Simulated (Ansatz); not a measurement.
# Report: rocksalt MgO (Fm-3m), uniaxial stress along [110]

Cell and atoms are relaxed with PBEsol to each stress (compression positive); bands and masses by PBEsol, rigid bands (plane waves, PAW, scalar-relativistic; Ansatz, an electronic-structure program). Strains are changes of length against the unloaded cell.

```cif
data_Mg4O4
_chemical_formula_sum 'Mg4 O4'
_space_group_name_H-M_alt 'Fm-3m'
_space_group_IT_number 225
_space_group_name_Hall '-F 4 2 3'
_cell_length_a 4.21406
_cell_length_b 4.21406
_cell_length_c 4.21406
_cell_angle_alpha 90.000
_cell_angle_beta 90.000
_cell_angle_gamma 90.000
loop_
_atom_site_label
_atom_site_type_symbol
_atom_site_symmetry_multiplicity
_atom_site_Wyckoff_symbol
_atom_site_fract_x
_atom_site_fract_y
_atom_site_fract_z
_atom_site_occupancy
Mg1 Mg 4 a 0.00000 0.00000 0.00000 1
O1 O 4 b 0.50000 0.50000 0.50000 1
```
(The calculation used a cell of 2 atoms; values per cell refer to that cell.)

```csv
stress (GPa),strain [110] (%),strain [1−10] (%),strain [00−1] (%),gap (eV),mean mₑ*
-2.00,0.67,-0.04,-0.19,4.550,0.35
-1.00,0.33,-0.02,-0.09,4.586,0.35
0,0,0,0,4.620,0.35
1.00,-0.32,0.02,0.09,4.630,0.35
2.00,-0.64,0.05,0.18,4.638,0.35
```

[110] is the direction of the load. Masses are conductivity masses at 300 K in electron masses, harmonic means over x, y and z.

From the two loads next to zero, find the Young modulus and the ratio of transverse to axial strain, taking [1−10].

Between -1.00 and 1.00 GPa the strain along [110] changes by -0.65 % and that along [1−10] by 0.04 %. The modulus is 2.00/0.0065 = 310 GPa and the ratio of the strains 0.06 (PBEsol, atoms relaxed).

How fast does the gap move on either side of zero load?

Under tension, (4.550 − 4.620) eV over -2.00 GPa = 35 meV/GPa, or about -10 eV per unit strain; under compression, (4.638 − 4.620) eV over 2.00 GPa = 9 meV/GPa, or about -2.8 eV per unit strain. The two slopes part by 26 meV/GPa; gaps are resolved to about 0.01 eV, which allows 10 meV/GPa, so they differ.

Masses are those of dilute carriers in rigid bands with one relaxation time, without polarons. Third decimals of gaps are kept for the arithmetic. Spin-orbit coupling is left out. Every relaxation keeps the rocksalt phase (space group Immm under this load), so a transition, a distortion that breaks the symmetry or fracture can't show.
